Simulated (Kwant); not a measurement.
Model system: quantum point contact (saddle potential) in a CdTe two-dimensional gas. Effective mass 0.096 mₑ, grid spacing 2 nm, hard walls, nominal width 60 nm (29 grid rows, so walls 60 nm apart), one parabolic valley, scattering region 180 nm long along x; energies count from the band bottom; Fermi energy 0.0272 eV. Potential (V0 + ½k y²) cos²(πx/L) for |x| < L/2, with V0 swept from 0.02856 to 0 eV, k = 0.00026 eV/nm², L = 93 nm.

Constants are typed, rounded textbook-type inputs, not results; the design itself was drawn at random and stands for no fabricated device.

Model: effective-mass tight-binding model on a square grid, one spin, coherent transport at 0 K (Kwant). Conductance is in e²/h.

### Question
Compare with the saddle-point formula G = Σ 1/(1 + exp(−2π(E − V0 − ħωy(n + ½))/ħωx)), taking ħωy = ħ√(k/m) and ħωx from the curvature along x of V0 plus half of the mode's confinement energy.

### Answer
ħωy = 14.4 meV; at V0 = 23.2 meV the lowest mode has ħωx = 6.96 meV.

| V0 (meV) | formula | simulation |
|---|---|---|
| 26.9 | 0.0030 | 0.0027 |
| 23.2 | 0.055 | 0.057 |
| 19.5 | 0.63 | 0.65 |
| 15.7 | 0.99 | 0.99 |
| 12.0 | 1.00 | 1.00 |
| 8.28 | 1.06 | 1.07 |

The formula takes a parabolic saddle in the continuum; the run has the full potential on a grid.
